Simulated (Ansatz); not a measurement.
Functionals compared on a O vacancy (surface) in a 2x1 cell of the 1x1 (101) surface of tetragonal HfO2 (a metastable polymorph) (cut with top plane O), in Ansatz (plane waves, PAW). The structure was relaxed with PBE; the other rows are single points on it, each with its references at the same level. Cutoff 420 eV (500 eV for r2SCAN). The points keep PBE's geometry, so the relaxation of a polaron and the settling of charge on one site are left out. HSE06 used the coarser mesh 2x3x1.

Host crystal: tetragonal HfO2, with a band gap (PBE, scalar-relativistic without spin-orbit coupling).

Slab: 35 atoms, 7.6 Å thick at the start (thin: gaps and levels are the slab's own); k 3x3x1, smearing 0.01 eV, dipole-corrected; 6 atoms held, the rest relaxed; start symmetry kept, larger cells not searched; spin-polarised, no spin-orbit, no U. The starting moment vanished. These notes are the PBE run's. r2SCAN: The program's check for a lower electronic state was not made. HSE06: The program's check for a lower electronic state was not made.

```csv
functional,formation energy (eV),magnetic moment of the cell (μB)
PBE,5.90,0.00
r2SCAN,6.23,0.00
HSE06,6.06,0.00
```

Ansatz is a first-principles code.
